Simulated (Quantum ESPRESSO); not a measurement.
## Habitual settings against a tight run: CoRe3 (P6_3/mmc, 8 atoms in the cell)

Self-consistent single point.

```
CELL_PARAMETERS angstrom
      5.46999     0.00000     0.00000
     -2.73499     4.73715     0.00000
      0.00000     0.00000     4.40502
ATOMIC_POSITIONS crystal
  Co 0.33333 0.66667 0.75000
  Co 0.66667 0.33333 0.25000
  Re 0.16683 0.33366 0.25000
  Re 0.83317 0.66634 0.75000
  Re 0.83317 0.16683 0.75000
  Re 0.16683 0.83317 0.25000
  Re 0.66634 0.83317 0.25000
  Re 0.33366 0.16683 0.75000
```
Moments meant for the start (each program seeds them in its own way; μB, in the order of the atoms Co Co Re Re Re Re Re Re): 3.0 3.0 0.0 0.0 0.0 0.0 0.0 0.0.

Method of the run: LDA (PZ), GBRV 1.5 ultrasoft (LDA) pseudopotentials (plane waves; Quantum ESPRESSO).

Base settings: ecutwfc = 50 Ry; ecutrho = 400 Ry; occupations = smearing; smearing = cold; degauss = 0.0036749 Ry; nspin = 2; potentials = {Co: co_lda_v1.2.uspp.F.UPF, Re: re_lda_v1.2.uspp.F.UPF}; K_POINTS = automatic 3 3 4 0 0 0; conv_thr = 1e-11 Ry; mixing_beta = 0.4.

Tight run (finer mesh or higher cutoff; not a proven limit): ecutwfc: 50 Ry → 70 Ry; ecutrho: 400 Ry → 560 Ry; conv_thr: 1e-11 Ry → 7.3e-11 Ry; K_POINTS: automatic 3 3 4 0 0 0 → automatic 5 5 6 0 0 0. It gave Fermi level (on the code's own zero) 21.82 eV; pressure -26.24 GPa; largest force (vector length) 0.124 eV/Å; size of the cell's spin moment 1.15 μB; site moments (μB, in the program's spheres or projections) Co 0.49, Co 0.49, Re 0.03, Re 0.03, Re 0.03, Re 0.03, Re 0.03, Re 0.03.

Quick runs, as changes from the base:
- A: the base itself
- B: ecutwfc: 50 Ry → 35 Ry; ecutrho: 400 Ry → 280 Ry; degauss: 0.0036749 Ry → 0.019992 Ry; K_POINTS: automatic 3 3 4 0 0 0 → automatic 4 4 4 1 1 1

Energies are extrapolated to zero smearing width, which holds to low order in the width alone (under cold and Methfessel-Paxton smearing the free energy itself is taken).

The count of work is k-points × plane waves × bands × iterations; it is no time. Core times come from one kind of shared machine and are given to one figure; runs under 30 s give none.

The starting cell comes from a database of computed structures (which also holds hypothetical and non-ambient phases and stackings), without a prior relaxation at this level. Its lattice was rescaled by a random factor within 2.5 % of one. The moments shrank to a small part of their start, a low-spin state that need not be the lowest. In the base run, with a pressure of about -27 GPa the cell is away from its equilibrium volume at this level. Without a gap this mesh is coarse (it stands for a supercell whose shortest vector is 16 Å).

| run | energy less tight (meV/atom) | pressure less tight (GPa) | largest miss in a force vector (eV/Å) | count of work / tight | core time / tight (rough) |
|---|---|---|---|---|---|
| A | -10.4 | -0.41 | 0.112 | 0.28 | 0.4 |
| B | 49.3 | -2.27 | 0.071 | 0.31 | 0.3 |

Among the runs at the tight run's level, the energy misses run from 10.4 to 49.3 meV/atom.

Left out of this page: 4 runs of the series outside the window shown, repeating another row's setting, or not comparable.
